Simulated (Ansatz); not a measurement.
Effect of isotropic strain −0.50 % on Hf

Base system: Hf in the hcp (Mg type) structure (space group P6_3/mmc, No. 194; a = 3.117 Å, c = 4.950 Å; relaxed with 0.1 eV smearing).

Now apply this change: the cell is scaled by 0.9950 in all directions, atoms relaxed at fixed cell.

Computed with LDA (Ansatz, a program for electronic structure, PAW, no spin-orbit coupling). Settings: 21×21×12 k-points, 0.1 eV Fermi–Dirac smearing.

| quantity | base | changed | shift |
|---|---|---|---|
| volume per atom | 20.83 Å³ | 20.52 Å³ | -0.31 Å³ |
| space group | P6_3/mmc (No. 194) | P6_3/mmc (No. 194) | – |
| shortest interatomic distance | 3.060 Å | 3.045 Å | -0.015 Å |
| energy relative to the base (free energy F) | 0 meV/atom | +1.8 meV/atom | +1.8 meV/atom |
| pressure (mean of the normal stresses, compression positive) | 0.0 GPa | 1.9 GPa | +1.9 GPa |
| band gap | zero | zero | – |

Stability against distortions was not tested. The final runs are not spin-polarised.
